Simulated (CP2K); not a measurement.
Input and output of a self-consistent single point for LaZnSbO (P4/nmm, 8 atoms in the cell) (CP2K).

Method of the run: LDA (Pade form), GPW, DZVP-MOLOPT-SR-GTH basis, GTH-PADE potentials (GTH_POTENTIALS) run with CP2K 2026.2.

```yaml
crystal:
  lattice:
    - [4.26837, 0.00000, 0.00000]
    - [0.00000, 4.26837, 0.00000]
    - [0.00000, 0.00000, 9.71636]
  atoms:
    - { symbol: La, position: [0.00000, 0.50000, 0.88069] }
    - { symbol: La, position: [0.50000, 0.00000, 0.11931] }
    - { symbol: Zn, position: [0.00000, 0.00000, 0.50000] }
    - { symbol: Zn, position: [0.50000, 0.50000, 0.50000] }
    - { symbol: Sb, position: [0.50000, 0.00000, 0.68015] }
    - { symbol: Sb, position: [0.00000, 0.50000, 0.31985] }
    - { symbol: O, position: [0.50000, 0.50000, 0.00000] }
    - { symbol: O, position: [0.00000, 0.00000, 0.00000] }
```

Reference input (self-consistent single point, DFT PBEsol, GPW, DZVP-MOLOPT-SR-GTH basis, GTH-PBE potentials (GTH_POTENTIALS)): CUTOFF = 600 Ry; REL_CUTOFF = 50 Ry; SMEAR/METHOD = GAUSSIAN; SIGMA = 0.2 eV; KPOINTS/SCHEME = MONKHORST-PACK 5 5 3; XC_FUNCTIONAL = PBE:PBESOL; La/BASIS_SET = DZVP-MOLOPT-SR-GTH; La/POTENTIAL = GTH-PBE-q11; Zn/BASIS_SET = DZVP-MOLOPT-SR-GTH; Zn/POTENTIAL = GTH-PBE-q12; Sb/BASIS_SET = DZVP-MOLOPT-SR-GTH; Sb/POTENTIAL = GTH-PBE-q5. This run's input differs from it in these lines:

```diff
@@ -44,6 +44,3 @@
     &XC
-      &XC_FUNCTIONAL
-        &PBE
-          PARAMETRIZATION PBESOL
-        &END PBE
+      &XC_FUNCTIONAL PADE
       &END XC_FUNCTIONAL
@@ -84,3 +81,3 @@
       BASIS_SET DZVP-MOLOPT-SR-GTH
-      POTENTIAL GTH-PBE-q11
+      POTENTIAL GTH-PADE-q11
     &END KIND
@@ -88,3 +85,3 @@
       BASIS_SET DZVP-MOLOPT-SR-GTH
-      POTENTIAL GTH-PBE-q12
+      POTENTIAL GTH-PADE-q12
     &END KIND
@@ -92,3 +89,3 @@
       BASIS_SET DZVP-MOLOPT-SR-GTH
-      POTENTIAL GTH-PBE-q5
+      POTENTIAL GTH-PADE-q5
     &END KIND
@@ -96,3 +93,3 @@
       BASIS_SET DZVP-MOLOPT-SR-GTH
-      POTENTIAL GTH-PBE-q6
+      POTENTIAL GTH-PADE-q6
     &END KIND
```

Output, abridged:

```
 SCF WAVEFUNCTION OPTIMIZATION

  Step     Update method      Time    Convergence         Total energy    Change
     1 NoMix/Diag. 0.20E+00      -     1.61833672      -228.6243911335 -2.29E+02
     2 Broy./Diag. 0.20E+00      -     0.16267366      -225.3067091606  3.32E+00
     3 Broy./Diag. 0.20E+00      -     0.24117119      -226.9888666680 -1.68E+00
     4 Broy./Diag. 0.20E+00      -     0.04855223      -228.2872106229 -1.30E+00
     5 Broy./Diag. 0.20E+00      -     0.11674382      -227.6123031304  6.75E-01
     6 Broy./Diag. 0.20E+00      -     0.00490532      -227.8656143337 -2.53E-01
   [... 8 lines left out ...]
    15 Broy./Diag. 0.20E+00      -     0.00001312      -228.0514214137  2.20E-04
    16 Broy./Diag. 0.20E+00      -     0.00000400      -228.0513708507  5.06E-05
    17 Broy./Diag. 0.20E+00      -     0.00000365      -228.0513210206  4.98E-05
    18 Broy./Diag. 0.20E+00      -     0.00000016      -228.0513030198  1.80E-05
  *** SCF run converged in    18 steps ***

  Overlap energy of the core charge distribution:               0.00000000207896
  Self energy of the core charge distribution:               -392.83256811713630
  Core Hamiltonian energy:                                    103.79980199072521
  Hartree energy:                                              96.92771120559348
  Exchange-correlation energy:                                -35.94565648033846
  Smearing free energy correction:                             -0.00059162048184
  Fermi energy:                                                 0.25882697744809

  Total energy:                                              -228.05130301979153
  Total energy (extrapolated to sigma->0):                   -228.05100720955062

   [... lines left out ...]

 STRESS| Analytical stress tensor [bar]
 STRESS|                        x                   y                   z
 STRESS|      x       -6.10088050298E+04   7.28169105671E-04   2.13066354437E-05
 STRESS|      y        7.28169105671E-04  -6.10086947289E+04  -1.95221308588E-05
 STRESS|      z        2.13066354437E-05  -1.95221308588E-05  -5.83924951478E+04
 STRESS| 1/3 Trace                                            -6.01366649688E+04
```

The run converged in 18 iterations. Against the reference run the pressure goes from -2.86 to -6.01 GPa and the largest force goes from 0.170 to 0.372 eV/Å.

The starting cell comes from a database of computed structures (which also holds hypothetical and non-ambient phases and stackings), without a prior relaxation at this level. Its lattice was rescaled by a random factor within 2.5 % of one. Values carry the incompleteness of an atom-centred basis. With a pressure of about -6 GPa the cell is away from its equilibrium volume at this level.

Cost on one core of a shared machine: roughly 40 s.
